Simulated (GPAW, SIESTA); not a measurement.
A GPAW input for a self-consistent single point of Al2Pd (Fm-3m, 3 atoms in the cell) (DFT PBEsol, plane waves, GPAW PAW datasets PBEsol (made by gpaw-setup)):

```python
from ase import Atoms
from ase.units import GPa
from gpaw import GPAW

atoms = Atoms(['Al', 'Al', 'Pd'],
              cell=[[0.000000, 2.890544, 2.890544],
                    [2.890544, 0.000000, 2.890544],
                    [2.890544, 2.890544, 0.000000]],
              positions=[[1.445272, 1.445272, 1.445272],
                         [4.335816, 4.335816, 4.335816],
                         [0.000000, 0.000000, 0.000000]],
              pbc=True)

calc = GPAW(mode={'name': 'pw', 'ecut': 600},
            xc='PBEsol',
            kpts=(7, 7, 7),
            occupations={'name': 'methfessel-paxton', 'width': 0.136, 'order': 0},
            nbands=-9,
            convergence={'density': 1e-05, 'energy': 1e-05},
            symmetry={'symmorphic': False, 'tolerance': 0.0005},
            maxiter=150,
            txt='-')

atoms.calc = calc

energy = atoms.get_potential_energy()
print('Energy (eV):', round(energy, 6))
forces = atoms.get_forces()
print('Forces (eV/Ang):')
print(forces.round(5))
stress = atoms.get_stress()
print('Stress (GPa, Voigt):', (stress / GPa).round(4))
```

Problem. Give the SIESTA input for the same structure, mesh, smearing and functional.

Solution. One input that does it (others would too):

```
# files in the folder: Al.psml Pd.psml (PseudoDojo PBEsol standard)
SystemName  Al2Pd
SystemLabel al2pd

NumberOfAtoms                3
NumberOfSpecies              2
%block ChemicalSpeciesLabel
  1 13 Al
  2 46 Pd
%endblock ChemicalSpeciesLabel
LatticeConstant              1.0 Bohr
%block LatticeVectors
     0.000000000    5.462336511    5.462336511
     5.462336511    0.000000000    5.462336511
     5.462336511    5.462336511    0.000000000
%endblock LatticeVectors
AtomicCoordinatesFormat      Fractional
%block AtomicCoordinatesAndAtomicSpecies
     0.250000000    0.250000000    0.250000000  1
     0.750000000    0.750000000    0.750000000  1
     0.000000000    0.000000000    0.000000000  2
%endblock AtomicCoordinatesAndAtomicSpecies

XC.functional                GGA
XC.authors                   PBEsol
PAO.BasisSize                DZP
PAO.EnergyShift              0.005 Ry
MeshCutoff                   350 Ry
%block kgrid.MonkhorstPack
    7   0   0  0.0
    0   7   0  0.0
    0   0   7  0.0
%endblock kgrid.MonkhorstPack
OccupationFunction           MP
OccupationMPOrder            0
ElectronicTemperature        1578.21 K

MaxSCFIterations             150
SCF.Mixer.Method             Pulay
SCF.Mixer.Weight             0.2
SCF.Mixer.History            6
SCF.DM.Tolerance             1.0E-05
Diag.ParallelOverK           true
WriteForces                  true
```

Basis settings and potentials, where a program has them, do not carry over. This input uses DFT, GGA PBEsol, numerical atomic orbitals DZP, PseudoDojo PBEsol standard norm-conserving potentials (rewritten from UPF to PSML). Both were run: pressure 7.84 GPa in GPAW and 8.61 in SIESTA.

On GPAW: the starting cell comes from a database of computed structures (which also holds hypothetical and non-ambient phases and stackings), without a prior relaxation at this level. For this run, on top of that: lattice scaled by 0.98. Spin polarisation is off. With a pressure of about 8 GPa the cell is away from its equilibrium volume at this level.

On SIESTA: the starting cell comes from a database of computed structures (which also holds hypothetical and non-ambient phases and stackings), without a prior relaxation at this level. For this run, on top of that: lattice scaled by 0.98. Spin polarisation is off. Values carry the incompleteness of an atom-centred basis. With a pressure of about 9 GPa the cell is away from its equilibrium volume at this level.
